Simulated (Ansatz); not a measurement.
## A computed series for SrTiO3: carrier doping

Start from SrTiO3 in the cubic perovskite structure (space group Pm-3m, No. 221; a = 3.908 Å).

Carriers are added at fixed cell with a uniform background; the Fermi–Dirac width is that of 300 K.

Calculations: r2SCAN (Ansatz, a first-principles code; PAW; 500 eV plane waves; spin-orbit coupling left out), earlier PAW set.

Candidates:
(a) electrons 2.0×10^21 cm⁻³
(b) holes 5.0×10^21 cm⁻³
(c) holes 3.0×10^21 cm⁻³
(d) electrons 7.0×10^21 cm⁻³

Base values:

```
Property                        Value
----------------------------  -------
Gap between the host's bands  2.27 eV
```

Q: Order them by gap between the host's bands, highest first.

A: (d) electrons 7.0×10^21 cm⁻³ (2.85 eV), (a) electrons 2.0×10^21 cm⁻³ (2.43 eV), (b) holes 5.0×10^21 cm⁻³ (2.40 eV), (c) holes 3.0×10^21 cm⁻³ (2.35 eV)

Charged cell with a jellium background: band edges are those of the host's band count, energies are not comparable with the neutral cell, and many-body gap narrowing is missing. No phonon test of stability was made. All final runs are without spin polarisation. Many cubic perovskites are stable only at high temperature; tilts and polar distortions were not tested.
